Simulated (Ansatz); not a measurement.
Structures of equal composition on the (111)B surface of zinc-blende BN (N plane on top): 2x2 N adatom at H3; 2x2 N adatom at T4. The slabs share one bottom face, and each structure is named by its start. These are constructed structures in small cells; real faces may alloy, dewet or reconstruct in larger ones, and not all known structures of the face are among them. Slabs of about 11 Å with all that they carry, Fermi-Dirac smearing of 0.025 eV. Bottom of the slabs: H caps. Relaxed from the named starts with such symmetry as they have, on meshes of like density; energies extrapolated to zero smearing; no spin-orbit coupling, no U. Spin-polarised runs, if any, are marked in brackets, and their order is one that fits the cell; the others ran without spin. Where a second, spin-polarised start was run, the lower counts.

Host crystal: zinc-blende BN, with a band gap (PBE, scalar-relativistic without spin-orbit coupling).

Level of theory: PBE (plane waves to 420 eV, PAW; Ansatz, a quantum-chemistry and plane-wave program).

Q: Rank these by energy per 1x1 cell (lowest first), as PBE gives it.

A: 2x2 N adatom at T4 (0.000 eV, gap 1.80 eV on the mesh), 2x2 N adatom at H3 (0.071 eV, gap 2.12 eV on the mesh)
